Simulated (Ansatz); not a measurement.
Base system: Y in the hcp (Mg type) structure (space group P6_3/mmc, No. 194; a = 3.652 Å, c = 5.703 Å; relaxed with 0.1 eV smearing). Axes: x lies along a and z along c of the hexagonal cell.

All numbers come from DFT with PBE, PAW potentials and a 420 eV plane-wave cutoff in Ansatz (a quantum-chemistry and plane-wave program), no spin-orbit coupling.

Before the change:

```
Quantity                        Result
-----------------------------  -------
Pressure                       0.0 GPa
Shortest interatomic distance  3.546 Å
```

Perturbation: biaxial strain −2.00 %, plane normal [001], relaxed out of plane (Cartesian); in-plane vectors clamped, the third vector and the atoms free.

Q: Predict the new pressure.

A: The pressure (mean of the normal stresses, compression positive) goes from zero to 1.2 GPa.

Q: What happens to the shortest interatomic distance?

A: The shortest interatomic distance stays essentially unchanged (3.546 Å against 3.548 Å).

Whether these cells are dynamically stable was not tested. All final runs are without spin polarisation.
